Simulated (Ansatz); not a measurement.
The parent structure is AlN in the zinc blende structure (space group F-43m, No. 216; a = 4.342 Å). Axes: x, y, z lie along the cube axes.

Level of theory: Ansatz (an electronic-structure program) LDA, scalar-relativistic without spin-orbit coupling.

Base values:

The valley order comes out as X along ⟨100⟩ 3.25 eV; Γ 4.39 eV.

Now apply this change: the cell is compressed by 2.50 % along z with no lateral relaxation; the atoms relax in the strained cell.

Estimate the effect on the valley order.

The valley order (the lowest conduction-band minima on the path, energy above the VBM, named in the base's zone) becomes X along [001] 3.12 eV; X along [100] 3.24 eV; Γ 4.55 eV (base: X along ⟨100⟩ 3.25 eV; Γ 4.39 eV).

How does this affect the energy relative to the base?

The energy grows by 6.0 meV/atom.

The levels and masses belong to the bands next to the band gap. Whether these cells are dynamically stable was not tested. This is not the structure that AlN has at room temperature and ambient pressure.
